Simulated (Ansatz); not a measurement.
The starting structures come from a database of crystals and need not be the phases stable at ambient conditions.

 Where the default PAW files enter, the runs use the earlier of Ansatz's two default sets.

Here is the system:

```xyz
8
Lattice="4.3386 0.0000 0.0000 0.0000 7.4368 0.0000 2.1693 -1.6006 5.3049" Properties=species:S:1:pos:R:3 pbc="T T T"
Sr     2.1693     1.4191     2.1043
Sr     4.3386     4.4171     3.2005
H      2.1693     3.1820     4.7102
H      4.3386     2.6542     0.5947
Br     2.1693     5.7889     1.1872
Br     4.3386     0.0473     4.1176
O      2.1693     3.3022     3.7452
O      4.3386     2.5341     1.5596
```

Space group of this cell: C2/m. The cell is taken as given; by PBEsol its mean pressure is -2.0 GPa.

Transport runs along the normal of the first two printed cell vectors.

The gap is the functional's own. No spin-orbit coupling. Mid-gap values are interpolated on the energy grid.

State the band gap and the smallest decay constant κ at mid-gap according to Ansatz (an electronic-structure program) with PBEsol.

Gap 4.14 eV on a 8×4×8 mesh; κ = 0.355 1/Å, at the zone centre.
